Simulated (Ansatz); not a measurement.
System: cubic perovskite CsHgCl3. Method: LDA in Ansatz (plane waves, PAW).

Run with plane-wave cutoff 520 eV, 10×10×10 k mesh, Fermi–Dirac smearing 0.05 eV, scalar-relativistic PAW data made under PBE.

A third-order Birch–Murnaghan fit to the energies gives V0 = 27.803 Å³/atom, B0 = 41.4 GPa, B′ = 5.1.

| V (Å³/atom) | P (GPa) |
|---|---|
| 26.141 | 2.985 |
| 26.697 | 1.863 |
| 27.253 | (withheld) |
| 27.809 | -0.010 |
| 28.366 | (withheld) |
| 28.922 | -1.476 |
| 29.478 | -2.084 |

Q: Estimate the withheld pressures from this fit; the answers are the runs' own values.

A: 
- 27.253, P (GPa): 0.869
- 28.366, P (GPa): -0.788

The formula P = (3/2) B0 (x^(7/3) − x^(5/3)) [1 + (3/4)(B′ − 4)(x^(2/3) − 1)] with x = V0/V meets the computed pressures within 0.01 GPa when these rounded values are put in.

Measured, for comparison: equilibrium volume per atom 31.67 Å³/atom (temperature not stated, not corrected to a static lattice; as tabulated in Moreira and Dias (2007), arXiv:cond-mat/0703451). Computed (rounded) less measured: equilibrium volume per atom -12.2 %. For the largest miss, another phase or state or a fault of the measured value is possible beside the level's own.

Note: the relaxation could not lower the start's symmetry, so the cell can be a saddle point above a distorted one; the volume lies 14 % below that of the published cell.

Spin–orbit coupling is not included; it can open a gap where bands touch, and shift volumes and moduli.

Static lattice: no zero-point or thermal effects.

Ansatz is a program for electronic structure.
